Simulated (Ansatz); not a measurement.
## AlN: strain along the normal

AlN (wurtzite, P6_3mc, 10.211 Å³/atom at rest, c along z) under an equal strain ε in the (0001) plane with the normal axis free, as in a coherent film. LDA in Ansatz, a plane-wave DFT program (PAW, default set), 420 eV, 12×12×7 Γ-centred mesh, Fermi-Dirac smearing 0.05 eV; ions are relaxed within the symmetry of each cell.

Here s stands for strain and y for normal strain.

| strain (%) | normal strain (%) |
|---|---|
| -3.00 | ? |
| -1.20 | 0.70 |
| -0.60 | 0.36 |
| 0.00 | 0.00 |
| 0.60 | -0.37 |
| 1.20 | -0.76 |

The 5 complete rows are fitted with a straight line, y against s. Means: s 0, y -0.014. About the means, the sum of products is -2.1900 and the sum of squares of s is 3.6000; the slope is their ratio. Least squares gives y = -0.014 - 0.6083·s. Residuals (row less fit): -0.016, 0.009, 0.014, 0.009, -0.016; standard error 0.017 (degrees of freedom: 3). The slope, -0.61 ± 0.01, is the elastic response of the normal axis, −2C13/C33.

Q: What does the fit predict for y at s = -3.00, and how far is the calculated value from it?

A: y = -0.014 - 0.6083 × (-3.0) = 1.811%. The calculation gives 1.70%, 0.111% below the prediction (4.5 % of the range of y in the table). The row lies outside the fitted rows, so this is an extrapolation. From the scatter of the fitted rows alone, a prediction at this place has a standard error of 0.033%, so the miss is 3.4 times that.

One order more, fitted to all 11 runs of the series, follows each within 0.01, so the miss is the next term of a smooth law. Rows are the converged runs of the series near zero and its far end; series whose fitted rows scatter by over a few per cent of the range, as at a crossing or softening among them, aren't shown in this form. Most that stay on the fit to the last digits aren't either.
